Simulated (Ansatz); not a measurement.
Take Y in the hcp (Mg type) structure (space group P6_3/mmc, No. 194; a = 3.594 Å, c = 5.610 Å; relaxed with 0.1 eV smearing) as the base. Axes: x lies along a and z along c of the hexagonal cell.

The values are results of PBEsol (Ansatz, a program for electronic structure; PAW; 420 eV plane waves; spin-orbit coupling left out), not measurements.

For the base:

The shortest interatomic distance comes out as 3.489 Å.

Modification: a pure shear with ε_xz = ε_zx = 0.0114; the atoms relax in the strained cell.

Predict the new shortest interatomic distance, stress and energy relative to the base.

The shortest interatomic distance shrinks by 0.033 Å to 3.456 Å; the stress (xx, yy, zz, yz, xz, xy; compression positive) comes out as (0.0, 0.0, 0.0, 0.0, -0.6, 0.0) GPa; the energy grows by 1.3 meV/atom.

No phonon test of stability was made. The final runs are not spin-polarised.
